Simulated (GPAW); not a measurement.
Checking a run of GPAW on Mg6AlCd (Amm2, 8 atoms in the cell). The aim is a self-consistent single point with DFT LDA (Perdew-Wang 92), plane waves, GPAW PAW datasets LDA (gpaw-data 1.0.1).

Cell that was meant: a = 5.0244 Å, b = 6.2797 Å, c = 6.2797 Å, α = 60.91°, β = 90.00°, γ = 90.00°.

Part of the input:

```python
from ase.units import GPa
from gpaw import GPAW

atoms = Atoms(['Mg', 'Mg', 'Mg', 'Mg', 'Mg', 'Mg', 'Al', 'Cd', 'Mg'],
              cell=[[5.024350, 0.000000, 0.000000],
                    [0.000000, 3.182690, 5.413385],
                    [0.000000, -3.182690, 5.413385]],
[...]
                         [0.000000, 0.000000, 7.244950],
                         [0.000000, -0.000000, 1.807096],
                         [2.512175, 0.000000, 9.015993],
                         [2.512175, -0.000000, 3.607913],
                         [-0.099834, -1.488573, 4.615544]],
              pbc=True)

calc = GPAW(mode={'name': 'pw', 'ecut': 800},
            xc='LDA',
            kpts={'size': (5, 4, 4), 'gamma': True},
            occupations={'name': 'methfessel-paxton', 'width': 0.2, 'order': 1},
            nbands=-15,
            convergence={'density': 1e-05, 'energy': 1e-05},
            symmetry={'symmorphic': False, 'tolerance': 0.0005},
            maxiter=150)
```

Output (repeated stretches shortened):

```
Input parameters:
  convergence: {density: 1e-05,
                energy: 1e-05}
  kpts: {gamma: True,
         size: (5, 4, 4)}
   [... lines left out ...]
   8 Mg    -0.099834   -1.488573    4.615544    ( 0.0000,  0.0000,  0.0000)

Unit cell:
           periodic     x           y           z      points  spacing
  1. axis:    yes    5.024350    0.000000    0.000000    35     0.1436
  2. axis:    yes    0.000000    3.182690    5.413385    42     0.1306
  3. axis:    yes    0.000000   -3.182690    5.413385    42     0.1306

  Lengths:   5.024350   6.279670   6.279670
  Angles:   60.905073  90.000000  90.000000

Effective grid spacing dv^(1/3) = 0.1410
     iter     time        total  log10-change:
                         energy   eigst   dens
iter:   1 --:--:--   394.541051
iter:   2 --:--:--   394.154010   +0.10  -1.32
iter:   3 --:--:--   396.211248   -0.65  -1.33
iter:   4 --:--:--   398.636881   -1.11  -1.45
iter:   5 --:--:--   399.160960   -1.92  -1.60
   [... 2 lines left out ...]
iter:   8 --:--:--   399.514615   -3.01  -2.23
iter:   9 --:--:--   399.518942   -3.87  -2.44
iter:  10 --:--:--   399.528874   -3.64  -2.55
iter:  11 --:--:--   399.529142   -4.61  -2.90
iter:  12 --:--:--   399.529710c  -4.92  -2.94
iter:  13 --:--:--   399.529860c  -5.29  -3.07
iter:  14 --:--:--   399.529958c  -4.94  -3.15
iter:  15 --:--:--   399.529968c  -5.97  -3.36
iter:  16 --:--:--   399.530065c  -5.50  -3.41
iter:  17 --:--:--   399.530087c  -6.61  -3.61
iter:  18 --:--:--   399.530145c  -5.98  -3.68
iter:  19 --:--:--   399.530146c  -7.19  -4.12
iter:  20 --:--:--   399.530148c  -7.02  -4.16
iter:  21 --:--:--   399.530148c  -7.71c -4.58
iter:  22 --:--:--   399.530147c  -8.01c -4.67
iter:  23 --:--:--   399.530148c  -8.82c -4.90
iter:  24 --:--:--   399.530148c  -8.73c -4.95
iter:  25 --:--:--   399.530148c  -9.56c -5.18c
Converged after 25 iterations.

Dipole moment: (1.824695, -0.615294, -0.647872) |e|*Ang

Energy contributions relative to reference atoms: (reference = -196604.998076)

Kinetic:       +370.894945
Potential:      +71.367952
External:        +0.000000
XC:             -53.624023
Entropy (-ST):   -0.001818
Local:          +10.892485
SIC:             +0.000000
--------------------------
Free energy:   +399.529542
Extrapolated:  +399.530148

Showing only first 2 kpts
 Kpt  Band  Eigenvalues  Occupancy
  0    40      2.78243    2.00000
  0    41      3.41647    2.00000
  0    42      5.36012   -0.03065
  0    43      5.75881   -0.00000

  1    40      3.85261    2.00000
  1    41      4.45807    2.00077
  1    42      4.64664    2.02962
  1    43      5.63572   -0.00008

   [... lines left out ...]
Fermi level: 5.00468
No gap
   [... lines left out ...]
  4 Mg    0.03251    0.04800    0.02161
  5 Mg    0.00050    0.02873    0.00822
  6 Al    0.38048    0.37546    0.21875
  7 Cd   -0.13170   -0.28688    0.19139
  8 Mg -592.87820  742.30121  711.66334

Stress tensor:
    -0.305809     0.429873     0.411991
     0.429873    -0.499428    -0.515621
     0.411991    -0.515621    -0.463971
Stress (GPa, Voigt): [-48.996  -80.0171 -74.3363 -82.6116  66.0082  68.8733]
```

Q: Is anything amiss in this input, and did it matter?

A: The run is not sound. The fault is one atom entered twice. Two nuclei at or near one point give a huge ion-ion repulsion and overlapping cores, and the electron count is too high as well. To fix it, remove the duplicate atom. The run converged in 25 iterations without an error; against the sound input the pressure goes from -2.79 to 67.78 GPa and the largest force goes from 0.096 to 1187 eV/Å.

The sound input it was made from differs as follows (other fixes are possible):
```diff
-atoms = Atoms(['Mg', 'Mg', 'Mg', 'Mg', 'Mg', 'Mg', 'Al', 'Cd', 'Mg'],
+atoms = Atoms(['Mg', 'Mg', 'Mg', 'Mg', 'Mg', 'Mg', 'Al', 'Cd'],
-                         [2.512175, -0.000000, 3.607913],
-                         [-0.099834, -1.488573, 4.615544]],
+                         [2.512175, -0.000000, 3.607913]],
-            nbands=-15,
+            nbands=-14,
```

With that input, the run converged in 20 iterations: free energy E − TS (from the program's reference atoms) -17.4655 eV; Fermi level (on the code's own zero) 4.34 eV; pressure -2.79 GPa; largest force (vector length) 0.096 eV/Å (DFT LDA (Perdew-Wang 92), plane waves, GPAW PAW datasets LDA (gpaw-data 1.0.1)).

On the sound input: the starting cell comes from a database of computed structures (which also holds hypothetical and non-ambient phases and stackings), without a prior relaxation at this level.
